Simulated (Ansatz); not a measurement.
## How the band gap of GeCl₂ (model structure, started from the CdI2 type, P-3m1, No. 164, 3 atoms in the cell) moves with the method

No measured value is used here.

| level (code) | value (eV) |
|---|---|
| LDA (Ansatz) | … |
| PBE (Ansatz) | 2.42 (indirect) |
| PBE+SOC (Ansatz) | 2.41 (indirect) |
| PBEsol (Ansatz) | 2.30 (indirect) |
| PBEsol+SOC (Ansatz) | 2.29 (indirect) |
| r²SCAN (Ansatz) | 2.71 (indirect) |
| r²SCAN+SOC (Ansatz) | 2.70 (indirect) |
| HSE06 (Ansatz) | 3.32 (indirect) |
| HSE06+SOC (Ansatz) | 3.31 (indirect) |
| PBE0 (Ansatz) | 4.03 (indirect) |
| r²SCAN0 (Ansatz) | 4.20 (indirect) |

Q: Complete the blanks.

A: 
- LDA (Ansatz, a quantum-chemistry and plane-wave program), value (eV): 2.23 (indirect)

Computed values are for a static lattice. Spin–orbit coupling is included only where a level's name says +SOC; with heavier elements it mostly lowers gaps and can invert bands.  HSE06, HSE06+SOC, PBE0, r²SCAN0: the gap is read on the k mesh or supercell of the run alone and can be too large. Values are at the PBE-D3(BJ) cell. Cutoffs and k meshes differ between the levels. Ansatz's density-functional and Hartree–Fock values are scalar-relativistic unless marked +SOC, with PAW data made under PBE.

A model structure was made by putting elements into a prototype or built by hand; it is no filed structure, need not be a known phase, and can be a saddle point held by its symmetry.
